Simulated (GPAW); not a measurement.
GPAW run on MgTi2 (P-62m, 6 atoms in the cell): self-consistent single point.

Computed with LDA (Perdew-Wang 92), GPAW PAW datasets LDA (gpaw-data 1.0.1) (plane waves; GPAW).

The change in words: lattice scaled by 0.98. Reference geometry:
```xyz
6
Lattice="5.1439 0.0000 0.0000 -2.5719 4.4547 0.0000 0.0000 0.0000 4.8918" Properties=species:S:1:pos:R:3 pbc="T T T"
Mg     2.5719     1.4849     0.0000
Mg     0.0000     2.9698     0.0000
Ti    -0.8131     1.4083     2.4459
Ti     1.6261     0.0000     2.4459
Ti     1.7589     3.0465     2.4459
Ti     0.0000     0.0000     0.0000
```

Reference input (self-consistent single point, DFT LDA (Perdew-Wang 92), plane waves, GPAW PAW datasets LDA (gpaw-data 1.0.1)): mode = pw; ecut = 800 eV; xc = LDA; kpts = 6 6 6; mesh shift (steps) = 0 0 0; occupations.name = methfessel-paxton; occupations.width = 0.05 eV; occupations.order = 0; nbands = -10; convergence.density = 1e-05 e/electron; convergence.energy = 1e-05 eV/electron; symmetry.symmorphic = false. This run's input differs from it in these lines:

```diff
@@ -5,10 +5,10 @@
 atoms = Atoms(['Mg', 'Mg', 'Ti', 'Ti', 'Ti', 'Ti'],
-              cell=[[5.143890, 0.000000, 0.000000],
-                    [-2.571945, 4.454739, 0.000000],
-                    [0.000000, 0.000000, 4.891790]],
-              positions=[[2.571948, 1.484912, 0.000000],
-                         [-0.000003, 2.969827, 0.000000],
-                         [-0.813069, 1.408277, 2.445895],
-                         [1.626138, 0.000000, 2.445895],
-                         [1.758876, 3.046462, 2.445895],
+              cell=[[5.041012, 0.000000, 0.000000],
+                    [-2.520506, 4.365644, 0.000000],
+                    [0.000000, 0.000000, 4.793954]],
+              positions=[[2.520509, 1.455213, 0.000000],
+                         [-0.000003, 2.910431, 0.000000],
+                         [-0.796808, 1.380111, 2.396977],
+                         [1.593615, 0.000000, 2.396977],
+                         [1.723698, 2.985533, 2.396977],
                          [0.000000, 0.000000, 0.000000]],
```

Output (repeated stretches shortened):

```
     iter     time        total  log10-change:
                         energy   eigst   dens
iter:   1 --:--:--   -33.357574
iter:   2 --:--:--   -33.211525   -0.80  -1.40
iter:   3 --:--:--   -32.569962   -1.22  -1.43
iter:   4 --:--:--   -32.360939   -1.27  -1.61
iter:   5 --:--:--   -32.359967   -1.90  -1.83
   [... 11 lines left out ...]
iter:  17 --:--:--   -32.356352   -2.95  -2.80
iter:  18 --:--:--   -32.356979   -3.16  -2.92
iter:  19 --:--:--   -32.355449   -3.84  -2.95
iter:  20 --:--:--   -32.355450   -4.25  -3.22
iter:  21 --:--:--   -32.355504c  -4.67  -3.29
iter:  22 --:--:--   -32.355605c  -4.89  -3.37
iter:  23 --:--:--   -32.355498c  -5.48  -3.35
iter:  24 --:--:--   -32.355426c  -4.59  -3.42
iter:  25 --:--:--   -32.355430c  -5.19  -3.54
   [... 4 lines left out ...]
iter:  30 --:--:--   -32.355445c  -6.32  -4.32
iter:  31 --:--:--   -32.355433c  -5.96  -4.39
iter:  32 --:--:--   -32.355443c  -5.98  -4.41
iter:  33 --:--:--   -32.355439c  -7.34  -4.67
iter:  34 --:--:--   -32.355438c  -7.75c -4.98
iter:  35 --:--:--   -32.355437c  -8.02c -5.07c
Converged after 35 iterations.

Dipole moment: (0.000012, 0.000000, -0.000000) |e|*Ang

Energy contributions relative to reference atoms: (reference = -103550.256271)

Kinetic:        +23.192520
Potential:      -16.533379
External:        +0.000000
XC:             -38.786040
Entropy (-ST):   -0.017707
Local:           -0.219685
SIC:             +0.000000
--------------------------
Free energy:    -32.364290
Extrapolated:   -32.355437

Showing only first 2 kpts
 Kpt  Band  Eigenvalues  Occupancy
  0    32      6.43444    2.00000
  0    33      6.49895    2.00000
  0    34      6.49897    2.00000
  0    35      6.98695    0.00000

  1    32      6.48620    2.00000
  1    33      6.61540    2.00000
  1    34      6.61542    2.00000
  1    35      6.93951    0.00094

Fermi level: 6.82257

No gap
   [... lines left out ...]
  0 Mg    0.00000    0.00000    0.00000
  1 Mg   -0.00000    0.00000    0.00000
  2 Ti    0.02724   -0.04717    0.00000
  3 Ti   -0.05447   -0.00000    0.00000
  4 Ti    0.02724    0.04717    0.00000
  5 Ti    0.00000    0.00000    0.00000

Stress tensor:
     0.007944     0.000000     0.000000
     0.000000     0.007944     0.000000
     0.000000     0.000000     0.006947
Stress (GPa, Voigt): [1.2728 1.2728 1.1131 0.     0.     0.    ]
```

The run converged in 35 iterations. GPAW prints stress with tension positive. Against the reference run the free energy drops by 23.7 meV/atom, the pressure goes from -5.96 to -1.22 GPa and the largest force goes from 0.170 to 0.054 eV/Å.

The starting cell comes from a database of computed structures (which also holds hypothetical and non-ambient phases and stackings), without a prior relaxation at this level. For this run, on top of that: lattice scaled by 0.98. Spin polarisation is off.

Cost on one core of a shared machine: roughly 3 min.
